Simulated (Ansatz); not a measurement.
A self-consistent single point of YSn3 (P4mm, 4 atoms in the cell) with Ansatz (a program for electronic structure).

Computed with LDA (PW92), default PAW files made with PBE (plane waves; Ansatz).

```xyz
4
Lattice="4.7144 0.0000 0.0000 0.0000 4.7144 0.0000 0.0000 0.0000 4.7144" Properties=species:S:1:pos:R:3 pbc="T T T"
Y      0.0000     0.0000     0.0500
Sn     2.3572     2.3572     0.0000
Sn     0.0000     2.3572     2.3572
Sn     2.3572     0.0000     2.3572
```

Reference input (self-consistent single point, DFT, LDA (PW92), plane waves, default PAW files made with PBE): basis.ecutwfc = 420 eV; kpoints.mp_grid.grid = 7 7 7; hamiltonian.xc = lda; hamiltonian.pseudopotentials = {kind: paw} (the program's default PAW files); scf.occupations.method = fermi_dirac; scf.occupations.width = 0.1 eV. This run's input differs from it in these lines:

Ansatz 0.2 input:
```diff
@@ -13,3 +13,3 @@
 kpoints:
-  mp_grid: { grid: [7, 7, 7] }
+  mp_grid: { grid: [14, 14, 14] }
 hamiltonian:
@@ -18,3 +18,3 @@
 scf:
-  occupations: { method: fermi_dirac, width: 0.1 eV }
+  occupations: { method: fermi_dirac, width: 0.3 eV }
 output:
```

Output, abridged:

```
SCF iter   1: F=—  HF=-21386.417559 eV  |F-HF|=—  |Δ(HF+E_count)|=         —  Δρ=7.33e-3  dr2=3.14e-2  ethr=1.77e-3  ⟨swp⟩=6.9  Hψ=40876  notcnv=0
all-band conjugate gradients solve this SCF's bands
preconditioner: auto → Kerker (q_TF=auto, 2.435 Å⁻¹)
SCF iter   2: F=—  HF=-21386.410356 eV  |F-HF|=—  |Δ(HF+E_count)|=   7.20e-3  Δρ=3.66e-3  dr2=9.59e-3  ethr=5.93e-5  ⟨swp⟩=2.3  Hψ=18530  notcnv=0
SCF iter   3: F=—  HF=-21386.407668 eV  |F-HF|=—  |Δ(HF+E_count)|=   2.69e-3  Δρ=5.89e-4  dr2=4.72e-4  ethr=1.81e-5  ⟨swp⟩=2.6  Hψ=16795  notcnv=0
SCF iter   4: F=—  HF=-21386.407539 eV  |F-HF|=—  |Δ(HF+E_count)|=   1.29e-4  Δρ=1.74e-4  dr2=4.48e-5  ethr=8.91e-7  ⟨swp⟩=2.1  Hψ=16588  notcnv=0
SCF iter   5: F=—  HF=-21386.407525 eV  |F-HF|=—  |Δ(HF+E_count)|=   1.49e-5  Δρ=2.42e-5  dr2=7.00e-7  ethr=8.45e-8  ⟨swp⟩=3.0  Hψ=19419  notcnv=0
SCF iter   6: F=-21386.407525 eV  HF=-21386.407525 eV  |F-HF|=4.25e-9  |Δ(HF+E_count)|=   5.79e-8  Δρ=6.55e-6  dr2=5.45e-8  ethr=1.89e-10  ⟨swp⟩=6.4  Hψ=38896  notcnv=0
SCF 1 converged in 6 iterations: F = -21386.407525 eV  dr2 = 5.45e-8
Free energy (F): -21386.407525 eV
Internal energy: -21385.768381 eV  (E = F + TS)
E sigma→0 (E₀):  -21386.087953 eV
Entropy (-TS):   -0.639143 eV (-159.786 meV/atom)
Fermi energy:    11.495140 eV
--- Forces (eV/Å), atoms counted from 1 ---
  atom   1  Y      0.00000000     0.00000000    -0.16825134
  atom   2  Sn    -0.00000000     0.00000000    -0.02734567
  atom   3  Sn     0.00000000     0.00000000     0.09779974
  atom   4  Sn     0.00000000     0.00000000     0.09779974
--- Stress (GPa, compression-positive) ---
       -3.885827       0.000000       0.000000
        0.000000      -3.885827       0.000000
        0.000000       0.000000      -3.876766
  P = ⅓ Tr σ = -3.8828 GPa (-38.828 kbar)
  The stress holds the Pulay correction. Without it, at fixed plane waves, as pw.x and ABINIT print it: P = -3.9051 GPa
```

The run converged in 6 iterations. Against the reference run the free energy drops by 62.9 meV/atom, the pressure goes from -4.25 to -3.88 GPa and the largest force goes from 0.179 to 0.168 eV/Å.

The starting cell comes from a database of computed structures (which also holds hypothetical and non-ambient phases and stackings), without a prior relaxation at this level. Its lattice was rescaled by up to half a per cent. One atom was moved a little off its site on purpose. With a pressure of about -4 GPa the cell is away from its equilibrium volume at this level. Ansatz's pressure includes its estimate of the finite-basis (Pulay) stress.

Cost on one core of a shared machine: roughly 40 s.
